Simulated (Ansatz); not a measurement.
System: TiAs (model structure, started from the CsCl type, Pm-3m, No. 221, 2 atoms in the cell). Method: LDA (PAW; Ansatz, a quantum-chemistry and plane-wave program).

Run with plane-wave cutoff 520 eV, 18×18×18 k mesh, Fermi–Dirac smearing 0.05 eV, no spin polarisation, scalar-relativistic PAW data made under PBE.

Cell (relaxed at this level):

```cif
data_AsTi
_chemical_formula_sum 'Ti1 As1'
_space_group_name_H-M_alt 'Pm-3m'
_space_group_IT_number 221
_space_group_name_Hall '-P 4 2 3'
_cell_length_a 3.12230
_cell_length_b 3.12230
_cell_length_c 3.12230
_cell_angle_alpha 90.000
_cell_angle_beta 90.000
_cell_angle_gamma 90.000
loop_
_atom_site_label
_atom_site_type_symbol
_atom_site_symmetry_multiplicity
_atom_site_Wyckoff_symbol
_atom_site_fract_x
_atom_site_fract_y
_atom_site_fract_z
_atom_site_occupancy
Ti1 Ti 1 a 0.00000 0.00000 0.00000 1
As1 As 1 b 0.50000 0.50000 0.50000 1
```

Question: Give the computed bulk modulus B0.

Answer: 
- bulk modulus B0 = 143 GPa

Note: the run has no spin polarisation, so it can have missed a magnetic state; the bulk modulus is −V dP/dV from two relaxed cells at ±2 % in volume; the relaxation could raise the start's symmetry but not lower it, so the cell can be a saddle point.

Computed values are for the static lattice.

The result took about 40 core-seconds (a rough figure).

A model structure was made by putting elements into a prototype or built by hand; it is no filed structure, need not be a known phase, and can be a saddle point held by its symmetry.
